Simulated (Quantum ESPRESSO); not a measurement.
Band structure of Al2Au (Fm-3m, 3 atoms in the cell).

```
Al2Au
1.0
   -3.01494     0.00000     3.01494
    0.00000     3.01494     3.01494
   -3.01494     3.01494     0.00000
Al Au
2 1
Cartesian
 -1.50747   1.50747   1.50747
 -4.52242   4.52242   4.52242
  0.00000   0.00000   0.00000
```

Level of theory: PBE, PseudoDojo standard norm-conserving (PBE) pseudopotentials (plane waves; Quantum ESPRESSO).

Settings: ecutwfc = 80 Ry; occupations = smearing; smearing = gauss; degauss = 0.0099958 Ry; potentials = {Al: Al.upf, Au: Au.upf}; K_POINTS = automatic 7 7 7 0 0 0; conv_thr = 1e-09 Ry; mixing_beta = 0.4.

The starting cell comes from a database of computed structures (which also holds hypothetical and non-ambient phases and stackings), without a prior relaxation at this level. Its lattice was rescaled by a random factor within 2.5 % of one. Spin-orbit coupling is off.

Levels in eV from the Fermi level, bands 10 to 17:
```json
[
 {"point": "Γ", "10": "-5.56", "11": "2.14", "12": "2.95", "13": "2.95", "14": "2.95", "15": "3.85", "16": "3.85", "17": "3.85"},
 {"point": "X", "10": "-5.27", "11": "-4.96", "12": "-2.08", "13": "-2.08", "14": "1.19", "15": "2.09", "16": "7.63", "17": "9.68"},
 {"point": "W", "10": "-5.14", "11": "-3.99", "12": "-3.99", "13": "-2.16", "14": "4.07", "15": "4.07", "16": "5.17", "17": "5.30"},
 {"point": "K", "10": "-5.47", "11": "-4.57", "12": "-3.36", "13": "-1.35", "14": "1.80", "15": "4.34", "16": "5.98", "17": "7.62"},
 {"point": "L", "10": "-5.45", "11": "-5.39", "12": "0.36", "13": "0.36", "14": "3.26", "15": "3.49", "16": "3.77", "17": "3.77"},
 {"point": "U", "10": "-5.47", "11": "-4.57", "12": "-3.36", "13": "-1.35", "14": "1.80", "15": "4.34", "16": "5.98", "17": "7.62"}
]
```

Bands cross the Fermi level along this path, so the cell is metallic at this level.
